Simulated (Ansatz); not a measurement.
The reference is TiO₂ in the anatase structure (space group I4_1/amd, No. 141).

```
CELL_PARAMETERS angstrom
     -1.89941     1.89941     4.85035
      1.89941    -1.89941     4.85035
      1.89941     1.89941    -4.85035
ATOMIC_POSITIONS crystal
  Ti 0.75000 0.25000 0.50000
  Ti 0.00000 0.00000 0.00000
  O  0.54355 0.04355 0.50000
  O  0.79355 0.79355 0.00000
  O  0.20645 0.20645 0.00000
  O  0.95645 0.45645 0.50000
```

Method: Ansatz (an electronic-structure program) PBE, scalar-relativistic without spin-orbit coupling.

Strains are applied to the cell and any free atomic positions relax.

One change was made to it. Results:

```json
[
 {"quantity": "pressure (mean of the normal stresses, compression positive)", "base": "0.0 kbar", "after": "35.4 kbar"},
 {"quantity": "band gap", "base": "2.13 eV", "after": "2.15 eV"},
 {"quantity": "energy relative to the base (free energy F)", "base": "0 meV/atom", "after": "+2.3 meV/atom"}
]
```

**Question.** Which change produced these results?
A. isotropic strain −1.80 %
B. isotropic strain −0.60 %
C. isotropic strain −2.40 %

**Answer.** B, isotropic strain −0.60 %. For comparison, the energy relative to the base in the other runs: isotropic strain −1.80 % gives +21 meV/atom; isotropic strain −2.40 % gives +39 meV/atom.

Whether these cells are dynamically stable was not tested. The final runs are not spin-polarised.
